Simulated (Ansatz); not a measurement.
Data:

```
CELL_PARAMETERS angstrom
      2.50746     1.44768     4.51441
     -2.50746     1.44768     4.51441
      0.00000    -2.89537     4.51441
ATOMIC_POSITIONS crystal
  Li 0.70041 0.70041 0.70041
  Li 0.20041 0.20041 0.20041
  Nb 0.98453 0.98453 0.98453
  Nb 0.48453 0.48453 0.48453
  O  0.60617 0.88837 0.27022
  O  0.88837 0.27022 0.60617
  O  0.27022 0.60617 0.88837
  O  0.77022 0.38837 0.10617
  O  0.38837 0.10617 0.77022
  O  0.10617 0.77022 0.38837
```

No spin polarisation.

All numbers come from Ansatz (a program for electronic structure) PBE, no SOC. Settings: 8×8×8 k-points, 0.05 eV Fermi–Dirac smearing.

### Question
Estimate the pressure (mean of the normal stresses, compression positive).

### Answer
13.77 GPa.

### Question
Predict the space group.

### Answer
R3c (No. 161).

The cells carry an imposed strain or load. Whether these cells are dynamically stable was not tested. The cell was made from LiNbO$_{3}$ (space group R3c, No. 161) by this change: isotropic strain −3.37 %.
